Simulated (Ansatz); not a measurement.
Troubleshooting Ansatz (a first-principles code): a failed run on SnI2 (P4_2/mnm, 6 atoms in the cell). The aim is a self-consistent single point with DFT, LDA (PW92), plane waves, default PAW files made with PBE.

Cell that was meant: a = 7.0294 Å, b = 7.0294 Å, c = 4.5270 Å, α = 90.00°, β = 90.00°, γ = 90.00°.

Part of the input:

```yaml
  occupations:
    method: gaussian
    width: 0.0073 Ry
  max_iter: 2
output:
  forces: true
  eigenvalues: true
```

Output, abridged:

```
SCF iter   1: F=—  HF=-41184.695587 eV  |F-HF|=—  |Δ(HF+E_count)|=         —  Δρ=4.97e-3  dr2=3.00e-2  ethr=1.77e-3  ⟨swp⟩=8.2  Hψ=5576  notcnv=0
all-band conjugate gradients solve this SCF's bands
preconditioner: auto → Resta (q_TF=auto, 2.370 Å⁻¹)
SCF iter   2: F=—  HF=-41184.687228 eV  |F-HF|=—  |Δ(HF+E_count)|=   8.36e-3  Δρ=2.34e-3  dr2=6.83e-3  ethr=3.12e-5  ⟨swp⟩=5.6  Hψ=3006  notcnv=0
Error: did not converge after 2 iterations: dr2 = 6.83e-3 (threshold 1.00e-7), under the density mixer `msr1`, which `scf.mixing.algorithm: auto` chose by the deck's other keys (type `scf.mixing.algorithm: msr1` to keep it); raise `scf.max_iter`, which need not help a stalled SCF, or adjust the mixing (`scf.mixing`) or, under a smearing, its width (`scf.occupations.width`, in either direction: another width is another result); this SCF holds its density and magnetisation to the symmetry operations that it keeps, and cannot end on a state that breaks one of them: if the state sought breaks one, re-run with `crystal.symmetry.detect: false`, without `crystal.symmetry.time_reversal: [...]
```

Question: What caused this, and what should be changed?

Answer: The fault is an iteration limit that is too low. The loop is cut before its threshold is met, so whatever is printed at the end is not self-consistent. To fix it, raise the limit, or leave it to the default. The run ended unconverged after 2 iterations.

The sound input it was made from differs as follows (other fixes are possible):
```diff
-  max_iter: 2
```

With that input, the run converged in 7 iterations: free energy E − TS (on the zero of these files) -41184.6863 eV; top of the valence band (on the code's own zero) 6.73 eV; gap on the k-point mesh 1.03 eV; pressure 3.85 GPa; largest force (vector length) 0.530 eV/Å (DFT, LDA (PW92), plane waves, default PAW files made with PBE).

On the sound input: the starting cell was generated: these elements placed on a structure prototype, without a prior relaxation; it need not be a known phase or ordering of this composition. Its lattice was rescaled by a random factor within 2.5 % of one. Spin-orbit coupling is off. With a pressure of about 4 GPa the cell is away from its equilibrium volume at this level. Ansatz's pressure includes its estimate of the finite-basis (Pulay) stress.

Keys are those of Ansatz 0.2.
